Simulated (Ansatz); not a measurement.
Worked example: self-consistent single point of Lu3Si (P1, 4 atoms in the cell) in Ansatz (a first-principles code).

Method: LDA (PW92), PAW files made with PBE (plane waves; Ansatz).

```
Lu3Si
1.0
   -2.19456     2.19456     4.95772
    2.19456    -2.19456     4.95772
    2.19456     2.19456    -4.95772
Lu Si
3 1
Direct
  0.74645   0.24788   0.49678
  0.24561   0.75172   0.50060
  0.50132   0.49850   0.99904
  0.00663   0.00190   0.00357
```

Reference input (self-consistent single point, DFT, PBEsol, plane waves, PAW files made with PBE): basis.ecutwfc = 420 eV; kpoints.mp_grid.grid = 4 4 5; hamiltonian.xc = pbesol; hamiltonian.pseudopotentials = {kind: paw} (the program's default PAW files); scf.occupations.method = gaussian; scf.occupations.width = 0.05 eV. This run's input differs from it in these lines:

Ansatz 0.2 input:
```diff
@@ -16,3 +16,3 @@
 hamiltonian:
-  xc: pbesol
+  xc: lda
   pseudopotentials:
```

Output (repeated stretches shortened):

```
SCF iter   1: F=—  HF=-44090.295833 eV  |F-HF|=—  |Δ(HF+E_count)|=         —  Δρ=2.16e-2  dr2=6.31e-1  ethr=3.10e-3  ⟨swp⟩=7.6  Hψ=9145  notcnv=0  defer=5
all-band conjugate gradients solve this SCF's bands
preconditioner: auto → Kerker (q_TF=auto, 2.643 Å⁻¹)
SCF iter   2: F=—  HF=-44090.184615 eV  |F-HF|=—  |Δ(HF+E_count)|=   1.11e-1  Δρ=1.35e-2  dr2=2.94e-1  ethr=7.99e-4  ⟨swp⟩=3.2  Hψ=4460  notcnv=0  defer=129
   [... lines left out ...]
SCF iter   9: F=—  HF=-44090.102295 eV  |F-HF|=—  |Δ(HF+E_count)|=   3.20e-6  Δρ=3.66e-5  dr2=1.20e-6  ethr=2.32e-8  ⟨swp⟩=2.5  Hψ=4167  notcnv=0  defer=128
SCF iter  10: F=—  HF=-44090.102295 eV  |F-HF|=—  |Δ(HF+E_count)|=   1.23e-7  Δρ=1.06e-5  dr2=1.09e-7  ethr=1.52e-9  ⟨swp⟩=3.1  Hψ=4044  notcnv=0  defer=128
SCF iter  11: F=—  HF=-44090.102295 eV  |F-HF|=—  |Δ(HF+E_count)|=   8.82e-8  Δρ=1.12e-5  dr2=9.15e-8  ethr=1.27e-10  ⟨swp⟩=17.3  Hψ=15609  notcnv=0
SCF iter  12: F=-44090.102295 eV  HF=-44090.102295 eV  |F-HF|=2.07e-9  |Δ(HF+E_count)|=   1.35e-7  Δρ=2.37e-6  dr2=3.15e-9  ethr=1.16e-10  ⟨swp⟩=8.1  Hψ=11702  notcnv=0
SCF 1 converged in 12 iterations: F = -44090.102295 eV  dr2 = 3.15e-9
Free energy (F): -44090.102295 eV
Internal energy: -44090.097940 eV  (E = F + TS)
E sigma→0 (E₀):  -44090.100117 eV
Entropy (-TS):   -0.004355 eV (-1.089 meV/atom)
Fermi energy:    13.841930 eV
--- Forces (eV/Å), atoms counted from 1 ---
  atom   1  Lu     0.11015570    -0.00233102     0.05861468
  atom   2  Lu    -0.15113120     0.07135115     0.05597887
  atom   3  Lu     0.03975583    -0.02020794    -0.08494357
  atom   4  Si     0.00121929    -0.04881137    -0.02964591
--- Stress (GPa, compression-positive) ---
       -6.484974      -0.034116       0.032232
       -0.034116      -6.430257      -0.072659
        0.032232      -0.072659      -6.265035
  P = ⅓ Tr σ = -6.3934 GPa (-63.934 kbar)
  The stress holds the Pulay correction. Without it, at fixed plane waves, as pw.x and ABINIT print it: P = -6.4442 GPa
```

The run converged in 12 iterations. Against the reference run the pressure goes from -3.69 to -6.39 GPa and the largest force goes from 0.191 to 0.176 eV/Å.

The starting cell comes from a database of computed structures (which also holds hypothetical and non-ambient phases and stackings), without a prior relaxation at this level. Its atoms were displaced at random from the sites of space group no. 139. With a pressure of about -6 GPa the cell is away from its equilibrium volume at this level. Ansatz's pressure includes its estimate of the finite-basis (Pulay) stress.
